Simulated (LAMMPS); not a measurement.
MD of Cu (fcc) at zero pressure, 2048 atoms, as a liquid; each row is its own run.

Computed with classical MD, pair style meam, file library.meam (library.meam-Cu); code LAMMPS.

| T (K) | D(Cu) (cm²/s) |
|---|---|
| 1090 | 7.51e-6 |
| 1220 | 1.26e-5 |
| 1360 | 1.98e-5 |
| 1700 | 4.66e-5 |
| 1900 | 6.61e-5 |

Fit an Arrhenius law, ln y = a + b / x, to these rows (x is the first column, y the second) and predict the run at x = 1490.

Least squares gives a = -6.6934 and b = -5588. The slope times kB gives an activation energy of 0.48 eV. At x = 1490 the fit predicts 2.91e-5 cm²/s. The run itself gave (2.91 ± 0.06) × 10^-5 cm²/s, so the fit is on it to these digits, within the run's error.

Caution (row 1090): enthalpy drifts during the constant-pressure average: a transition or slow ageing; fluctuation values are void.

Caution: the potential MEAM library.meam-Cu is a first-neighbour MEAM set with a 4 Å cutoff, used here without a parameter file and away from the static properties it was fitted to.

Caution (rows 1090; 1220): this liquid lies under the melting point of about 1350 K that MEAM library.meam-Cu gives, so it is undercooled.

Errors of D are the spread over four groups of atoms in one short run; a floor of about 5 %, a picked value, is safer.
